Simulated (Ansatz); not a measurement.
Results of PBEsol in Ansatz (plane waves, PAW) for SrZrO3 (I4/mcm, No. 140, 10 atoms in the cell; start mp-5076; a measured phase of this formula has another space group).

Numerical settings: plane-wave cutoff 500 eV, 10×10×10 k mesh, gaussian smearing 0.02 eV, scalar-relativistic PAW data made under PBE.

Cell (relaxed at this level):

```xyz
10
Lattice="-2.8684 2.8684 4.1613 2.8684 -2.8684 4.1613 2.8684 2.8684 -4.1613" Properties=species:S:1:pos:R:3 pbc="T T T"
Sr     0.0000     2.8684     2.0806
Sr     2.8684     0.0000     2.0806
Zr     0.0000     0.0000     0.0000
Zr     0.0000     0.0000     4.1613
O      3.9547     1.0863     0.0000
O     -1.0863     1.7821     4.1613
O      1.7821     1.0863     4.1613
O      1.0863     1.7821     0.0000
O      0.0000     0.0000     2.0806
O      0.0000     0.0000     6.2419
```

**Question.** Estimate the band gap that the calculation returns.

**Answer.** 
band gap: 3.71 eV (on the SCF k mesh)

Note: the relaxation could not lower the start's symmetry, so the cell can be a saddle point above a distorted one.

Spin–orbit coupling is not included.

Static lattice: no zero-point or thermal effects.

A start named mp-… is a Materials Project structure, which need not be a measured phase.

Ansatz is a first-principles code.
